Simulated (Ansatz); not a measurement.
W2C (P-31m), PBEsol, DFPT electron-phonon coupling, linearised Boltzmann equation in Ansatz (an electronic-structure program): phonon-limited resistivity 39.0 μΩ·cm at 300 K along z (a = (5.20, 0.00, 0.00) Å; b = (-2.60, 4.50, 0.00) Å; c = (0.00, 0.00, 4.74) Å), 53.9 μΩ·cm at 400 K, current-weighted mean free path 2.7 nm.

Problem. Estimate the resistivity of a 20 nm square wire with diffuse walls from ρ ≈ ρ₀(1 + 3ℓ/4d).

Solution. 1 + 0.75 × 2.7/20 = 1.10, so ρ ≈ 42.9 μΩ·cm and a line 1 μm long has 1070 Ω. The formula is the free-electron limit for d well above ℓ; grain boundaries add to it.

Problem. What temperature coefficient of resistance follows, and how does it compare with 1/T?

Solution. (ρ₄₀₀ − ρ₃₀₀)/(100 K × ρ₃₀₀) = 3.82×10⁻³ K⁻¹, against 1/T = 3.33×10⁻³ K⁻¹ for a resistivity proportional to T. It lies higher because phonons are still being populated at 300 K; impurities would add a constant and lower it.

Problem. Estimate the electronic thermal conductivity at 300 K by the Wiedemann-Franz law (L₀ = 2.44×10⁻⁸ W·Ω/K²).

Solution. L₀T/ρ = 2.44×10⁻⁸ × 300/(39.0×10⁻⁸) = 18.8 W/(m·K). Inelastic scattering puts the true Lorenz number somewhat under L₀ near and below the Debye temperature.

A metal at this level (no band gap). Only scattering by harmonic phonons is included (no impurities, grain boundaries, electron-electron scattering or thermal expansion). Spin-orbit coupling is left out, which matters with elements this heavy. Halving the electron mesh (20x20x20) moves the resistivity by up to 5 % at 300 K, the mean free path by up to 8 %. Smearing 0.20 eV; phonons on a 3x3x3 q mesh, which this run doesn't test.

Computed structure with no diffraction record at hand here (it may be known, metastable or hypothetical): W2C (P-31m).
